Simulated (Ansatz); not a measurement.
The starting structures come from a database of crystals and need not be the phases stable at ambient conditions.

 Where the default PAW files enter, the runs use the earlier of Ansatz's two default sets.

Data:

```yaml
crystal:
  lattice:
    - [5.51065, 0.00000, 0.00000]
    - [-2.28280, 5.01559, 0.00000]
    - [1.61393, 2.50779, 4.63395]
  atoms:
    - { symbol: Hf, position: [0.00000, 0.00000, 0.00000] }
    - { symbol: Hf, position: [0.25000, 0.75000, 0.50000] }
    - { symbol: Si, position: [0.75000, 0.25000, 0.50000] }
    - { symbol: Si, position: [0.50000, 0.50000, 0.00000] }
    - { symbol: O, position: [0.86591, 0.68080, 0.81489] }
    - { symbol: O, position: [0.93080, 0.24569, 0.68511] }
    - { symbol: O, position: [0.49569, 0.68080, 0.18511] }
    - { symbol: O, position: [0.93080, 0.61591, 0.31489] }
    - { symbol: O, position: [0.38409, 0.06920, 0.68511] }
    - { symbol: O, position: [0.31920, 0.13409, 0.18511] }
    - { symbol: O, position: [0.75431, 0.06920, 0.31489] }
    - { symbol: O, position: [0.31920, 0.50431, 0.81489] }
```

Space group of this cell: I4_1/amd. The cell is taken as given; by r2SCAN its mean pressure is 2.1 GPa.

These are r2SCAN (plane waves, PAW; Ansatz, a program for electronic structure) values and carry that method's errors.

The current runs along the normal of the first two printed vectors; no spin-orbit coupling. Scaled by the factor s: both lengths across the current (ions clamped). Meshes 8×8×8 and 6×6 across the current in all rows.

```json
[
 {"s": "0.98", "mean pressure (GPa)": "14.1", "band gap (eV)": "?"},
 {"s": "1.00", "mean pressure (GPa)": "2.1", "band gap (eV)": "6.09"},
 {"s": "1.02", "mean pressure (GPa)": "-7.8", "band gap (eV)": "5.85"}
]
```

### Question
Take the slope of the band gap against ln s from the two given rows, extrapolate to s = 0.98, and say what the run there gives.

### Answer
Slope = (5.85 − 6.09) / ln 1.02 = -12.1 eV. The line gives 6.09 + (-12.1) × ln 0.98 = 6.33 eV. The run gives 6.26 eV, 0.07 eV under the line, 31 % of the predicted step.
